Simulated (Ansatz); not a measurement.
Input and output of a self-consistent single point for K₂Pt (I4mm, 3 atoms in the cell) (Ansatz, a program for electronic structure).

Method of the run: LDA (PW92), default PAW files made with PBE (plane waves; Ansatz).

The change in words: lattice scaled by 0.98; basis.ecutrho_ratio: default → 4. Reference geometry:
```yaml
crystal:
  lattice:
    - [0.00000, 3.77012, 3.77012]
    - [3.77012, 0.00000, 3.77012]
    - [3.77012, 3.77012, 0.00000]
  atoms:
    - { symbol: K, position: [0.75000, 0.75000, 0.75000] }
    - { symbol: K, position: [0.25000, 0.25000, 0.25000] }
    - { symbol: Pt, position: [0.00663, 0.00663, 0.99337] }
```

Reference input (self-consistent single point, DFT, LDA (PW92), plane waves, default PAW files made with PBE): basis.ecutwfc = 420 eV; kpoints.mp_grid.grid = 6 6 6; hamiltonian.xc = lda; hamiltonian.pseudopotentials = {kind: paw} (the program's default PAW files); scf.occupations.method = fermi_dirac; scf.occupations.width = 0.05 eV. This run's input differs from it in these lines:

Ansatz 0.2 input:
```diff
@@ -3,11 +3,12 @@
   lattice:
-    - [0.000000, 3.770121, 3.770121]
-    - [3.770121, 0.000000, 3.770121]
-    - [3.770121, 3.770121, 0.000000]
+    - [0.000000, 3.694719, 3.694719]
+    - [3.694719, 0.000000, 3.694719]
+    - [3.694719, 3.694719, 0.000000]
   atoms:
-    - { symbol: K, position_ang: [5.655182, 5.655182, 5.655182] }
-    - { symbol: K, position_ang: [1.885061, 1.885061, 1.885061] }
-    - { symbol: Pt, position_ang: [0.000000, 0.000000, 0.049999] }
+    - { symbol: K, position_ang: [5.542079, 5.542079, 5.542079] }
+    - { symbol: K, position_ang: [1.847360, 1.847360, 1.847360] }
+    - { symbol: Pt, position_ang: [-0.000000, -0.000000, 0.048999] }
 basis:
   ecutwfc: 420.0 eV
+  ecutrho_ratio: 4
 kpoints:
```

Output (repeated stretches shortened):

```
SCF iter   1: F=—  HF=-15237.162042 eV  |F-HF|=—  |Δ(HF+E_count)|=         —  Δρ=4.33e-3  dr2=9.13e-3  ethr=1.77e-3  ⟨swp⟩=5.5  Hψ=2963  notcnv=0
all-band conjugate gradients solve this SCF's bands
preconditioner: auto → none
SCF iter   2: F=—  HF=-15237.161271 eV  |F-HF|=—  |Δ(HF+E_count)|=   7.71e-4  Δρ=2.42e-3  dr2=4.83e-3  ethr=2.54e-5  ⟨swp⟩=2.3  Hψ=1304  notcnv=0
SCF iter   3: F=—  HF=-15237.161513 eV  |F-HF|=—  |Δ(HF+E_count)|=   2.42e-4  Δρ=1.92e-3  dr2=5.31e-3  ethr=1.34e-5  ⟨swp⟩=2.0  Hψ=840  notcnv=0
SCF iter   4: F=—  HF=-15237.160546 eV  |F-HF|=—  |Δ(HF+E_count)|=   9.67e-4  Δρ=3.11e-4  dr2=4.23e-5  ethr=1.34e-5  ⟨swp⟩=2.0  Hψ=839  notcnv=0
SCF iter   5: F=—  HF=-15237.160553 eV  |F-HF|=—  |Δ(HF+E_count)|=   7.19e-6  Δρ=3.56e-5  dr2=1.72e-6  ethr=1.18e-7  ⟨swp⟩=2.1  Hψ=949  notcnv=0
SCF iter   6: F=—  HF=-15237.160553 eV  |F-HF|=—  |Δ(HF+E_count)|=   3.61e-8  Δρ=1.50e-5  dr2=3.65e-7  ethr=4.77e-9  ⟨swp⟩=2.0  Hψ=840  notcnv=0
SCF iter   7: F=-15237.160553 eV  HF=-15237.160553 eV  |F-HF|=4.33e-8  |Δ(HF+E_count)|=   4.89e-8  Δρ=6.31e-6  dr2=5.70e-8  ethr=2.78e-10  ⟨swp⟩=4.5  Hψ=2221  notcnv=0
SCF 1 converged in 7 iterations: F = -15237.160553 eV  dr2 = 5.70e-8
Free energy (F): -15237.160553 eV
Internal energy: -15237.160553 eV  (E = F + TS)
E sigma→0 (E₀):  -15237.160553 eV
Entropy (-TS):   -0.000000 eV (-0.000 meV/atom)
Fermi energy:    5.576422 eV
--- Forces (eV/Å), atoms counted from 1 ---
  atom   1  K      0.00000000    -0.00000000     0.04446951
  atom   2  K      0.00000000     0.00000000     0.04446951
  atom   3  Pt    -0.00000000    -0.00000000    -0.08903449
--- Stress (GPa, compression-positive) ---
       -0.861983       0.000000      -0.000000
        0.000000      -0.861983       0.000000
       -0.000000      -0.000000      -0.874287
  P = ⅓ Tr σ = -0.8661 GPa (-8.661 kbar)
  The stress holds the Pulay correction. Without it, at fixed plane waves, as pw.x and ABINIT print it: P = -0.8731 GPa
```

The run converged in 7 iterations. Against the reference run the free energy goes down by 17.5 meV/atom, the pressure goes from -1.76 to -0.87 GPa, the largest force goes from 0.072 to 0.089 eV/Å and the gap on the mesh goes from 1.327 to 1.437 eV.

The starting cell comes from a database of computed structures (which also holds hypothetical and non-ambient phases and stackings), without a prior relaxation at this level. Its lattice was rescaled by up to half a per cent. One atom was moved a little off its site on purpose. For this run, on top of that: lattice scaled by 0.98. Spin-orbit coupling is off. Ansatz's pressure includes its estimate of the finite-basis (Pulay) stress.
